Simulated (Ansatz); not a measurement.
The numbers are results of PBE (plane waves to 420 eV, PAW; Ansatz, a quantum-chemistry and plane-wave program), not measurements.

Plane-averaged electrostatic potential energy along the normal, in eV from the Fermi level, for Pt on the 1x1 (111) surface of fcc Pd, one in a 2x2 cell, started at the site 'bridge Pd-Pd (span 2.8 Å)':

| z (Å) | V (eV) |
|---|---|
| 5.20 | 5.22 |
| 5.49 | 5.22 |
| 5.78 | 5.22 |
| 6.07 | 5.22 |
| 6.36 | 5.21 |
| 6.64 | 5.20 |
| 6.93 | 5.18 |
| 7.22 | 5.13 |
| 7.51 | 5.04 |
| 7.80 | 4.82 |
| 8.09 | 4.34 |
| 8.38 | 3.26 |
| 8.67 | 0.62 |
| 8.96 | -5.76 |
| 9.24 | -13.12 |
| 9.53 | -17.70 |
| 9.82 | -15.56 |
| 10.11 | -8.81 |
| 10.40 | -1.76 |
| 10.69 | 1.22 |
| 10.98 | -0.48 |
| 11.27 | -6.91 |
| 11.56 | -14.07 |
| 11.84 | -17.93 |
| 12.13 | -15.11 |
| 12.42 | -8.23 |
| 12.71 | -1.41 |
| 13.00 | 1.00 |
| 13.29 | -1.26 |
| 13.58 | -7.99 |
| 13.87 | -14.92 |
| 14.16 | -17.95 |
| 14.44 | -14.31 |
| 14.73 | -7.23 |
| 15.02 | -0.73 |
| 15.31 | 1.09 |
| 15.60 | -1.73 |
| 15.89 | -8.72 |
| 16.18 | -15.47 |
| 16.47 | -17.85 |
| 16.76 | -13.61 |
| 17.04 | -6.40 |
| 17.33 | -0.24 |
| 17.62 | 1.08 |
| 17.91 | -0.26 |
| 18.20 | -1.57 |
| 18.49 | -1.65 |
| 18.78 | -0.27 |
| 19.07 | 1.99 |
| 19.36 | 3.64 |
| 19.64 | 4.23 |
| 19.93 | 4.48 |
| 20.22 | 4.58 |
| 20.51 | 4.63 |
| 20.80 | 4.65 |
| 21.09 | 4.66 |
| 21.38 | 4.67 |
| 21.67 | 4.67 |
| 21.96 | 4.67 |
| 22.24 | 4.67 |
| 22.53 | 4.67 |
| 22.82 | 4.67 |

Model: 17-atom slab, 6.8 Å thick at the start under the adsorbate (thin: gaps and levels are the slab's own), 6x6x1 mesh, Fermi-Dirac 0.1 eV, dipole correction, 8 atoms held, the rest relaxed; start symmetry kept, larger cells not searched; spin-polarised, no spin-orbit, no U, no dispersion correction. The starting moment vanished. At the end it is bonded to 3 Pd. In PBE it is, or lies within 0.03 eV of, the lowest of the starts that converged.

**Question.** The surface cell has an area of 26.94 Å². What dipole along the normal does the step between the two vacuum levels imply?

**Answer.** the top vacuum level lies 0.55 eV below the bottom one; p = −ε₀ A ΔV (ε₀ = 0.005526 e/(V·Å)) gives 0.08 e·Å a cell.
